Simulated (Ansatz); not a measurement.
**hcp Y (0 0 1) on zinc-blende AlAs (1 1 1) (film strained to the substrate, started from cuts of the bulks and a machine-learned relaxation; slabs Al12As12 and Y16, which can lie off the formulas)**

A periodic stack without vacuum, hcp Y (0 0 1) on zinc-blende AlAs (1 1 1) (film strained to the substrate, started from cuts of the bulks and a machine-learned relaxation; slabs Al12As12 and Y16, which can lie off the formulas): substrate slab Al12As12, film Y16, surface cells [[1, -2], [1, 1]] and [[0, -2], [2, 2]], film strained by -4.1 and -4.1 %, outermost planes As/Al and Y/Y as cut, which need not be the usual terminations and can put a slab off its formula.

The start was prepared with a machine-learned potential, and the result is one local minimum, with the in-plane cell held and forces under 0.04 eV/Å; the film can end far from its bulk form.

Computed with PBE (plane waves to 420 eV, PAW; Ansatz, a quantum-chemistry and plane-wave program). No spin–orbit coupling; the runs are not spin-polarised; PBE gaps are too small against experiment. Its k-point mesh 4×4×1, Fermi–Dirac width 0.05 eV.

```
Quantity                                                                                                                Result
-------------------------------------------------------------------------------  ---------------------------------------------
interface area                                                                                                         42.6 Å²
period                                                                                                                 25.15 Å
heights between the nearest atoms of the two slabs at the two interfaces                                       2.18 and 1.37 Å
Al–Y contacts across the interfaces within 1.22 times the sum of covalent radii                                12, mean 3.27 Å
As–Y contacts across the interfaces within 1.22 times the sum of covalent radii                                12, mean 2.86 Å
estimate of the barrier                                                          withheld, since the two interfaces are unlike
slope of the mean potential energy in the substrate                                                             +1.2 MV/cm × e
```

```
CELL_PARAMETERS angstrom
      7.01507     0.00013    -0.12745
     -3.50744     6.07603     0.07731
     -1.92534     1.91411    25.19822
ATOMIC_POSITIONS crystal
  Al 0.97707 0.58910 0.13398
  Al 0.65250 0.91226 0.13384
  Al 0.33014 0.26610 0.13394
  Al 0.01261 0.88350 0.26508
  Al 0.67689 0.21105 0.26592
  Al 0.34080 0.54716 0.26538
  Al 0.02970 0.17113 0.39757
  Al 0.69985 0.50179 0.39613
  Al 0.37018 0.84162 0.39753
  Al 0.95425 0.35701 0.52435
  Al 0.71624 0.89595 0.52463
  Al 0.49327 0.13576 0.52448
  As 0.91042 0.62582 0.03690
  As 0.63117 0.88298 0.03695
  As 0.37417 0.35705 0.03714
  As 0.99928 0.91919 0.16636
  As 0.65920 0.23810 0.16690
  As 0.31845 0.57835 0.16676
  As 0.01722 0.20289 0.29897
  As 0.68266 0.53847 0.29695
  As 0.34788 0.86851 0.29888
  As 0.03915 0.49495 0.43015
  As 0.70545 0.82565 0.43029
  As 0.37264 0.16205 0.43009
  Y  0.27088 0.63645 0.61120
  Y  0.74446 0.57085 0.61175
  Y  0.20478 0.10045 0.61240
  Y  0.73809 0.10047 0.61818
  Y  0.60307 0.72704 0.73156
  Y  0.10036 0.73275 0.72806
  Y  0.58280 0.22395 0.73359
  Y  0.09267 0.23052 0.73327
  Y  0.28233 0.52281 0.84197
  Y  0.79831 0.53405 0.84430
  Y  0.28566 0.02947 0.85771
  Y  0.77678 0.03290 0.84476
  Y  0.62666 0.65134 0.94707
  Y  0.20795 0.64017 0.97871
  Y  0.62877 0.22186 0.98240
  Y  0.04626 0.06013 0.98239
```
